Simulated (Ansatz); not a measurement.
# Effect of uniaxial strain ε_zz = +2.00 % on MgO

Base system: MgO in the rock salt structure (space group Fm-3m, No. 225; a = 4.204 Å). Axes: x, y, z lie along the cube axes.

The change: the cell is stretched by 2.00 % along z with no lateral relaxation; the atoms relax in the strained cell.

Computed with plane-wave PAW DFT at the r2SCAN level (Ansatz, a first-principles code, 500 eV), no spin-orbit coupling. Settings: 13×13×13 k-points, 0.05 eV Fermi–Dirac smearing.

| quantity | base | changed | shift |
|---|---|---|---|
| volume per atom | 9.29 Å³ | 9.48 Å³ | +0.19 Å³ |
| shortest interatomic distance | 2.102 Å | 2.102 Å | 0.000 Å |
| energy relative to the base (free energy F) | 0 meV/atom | +3.3 meV/atom | +3.3 meV/atom |
| pressure (mean of the normal stresses, compression positive) | 0.00 GPa | -3.04 GPa | -3.047 GPa |
| band gap | 5.68 eV | 5.45 eV | -0.23 eV |
| gap character | direct at Γ | direct at Γ | – |
| valence-band top at Γ (three highest levels, from the VBM) | 0.00, 0.00, 0.00 eV | 0.00, -0.04, -0.04 eV | – |
| stress (xx, yy, zz, yz, xz, xy; compression positive) | – | (-1.82, -1.82, -5.50, 0.00, 0.00, 0.00) GPa | – |

Cost of the whole job for the changed cell (relaxation, final SCF and bands): very roughly 13 core-seconds.

Gaps are read on the SCF mesh and a high-symmetry path. Whether these cells are dynamically stable was not tested. k-point labels follow each cell's own Brillouin zone.
